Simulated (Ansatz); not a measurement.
**Effect of biaxial strain −0.75 %, plane normal [001], relaxed out of plane on SiC**

Consider SiC (space group P6_3mc, No. 186; a = 3.058 Å, c = 10.012 Å). Axes: x lies along a and z along c of the hexagonal cell.

The change: compressive biaxial strain of 0.75 % in the plane normal to [001], as in epitaxy on a mismatched substrate; the out-of-plane cell vector and the atoms relax.

Level of theory: DFT with LDA, PAW potentials and a 420 eV plane-wave cutoff in Ansatz (a first-principles code), no spin-orbit coupling. Γ-centred 12×12×4 mesh, Fermi–Dirac width 0.05 eV.

- Volume per atom = 10.00 Å³ (base 10.14 Å³)
- Shortest interatomic distance = 1.861 Å (base 1.871 Å)
- Pressure (mean of the normal stresses, compression positive) = 3.19 GPa (base 0.00 GPa)
- Band gap = 2.12 eV (an upper bound: an edge found on the path is not a true extremum; the changed cell) (base 2.18 eV)
- Out-of-plane strain = +0.16 %
- Mean in-plane stress (compression positive) = +4.8 GPa

No phonon test of stability was made.
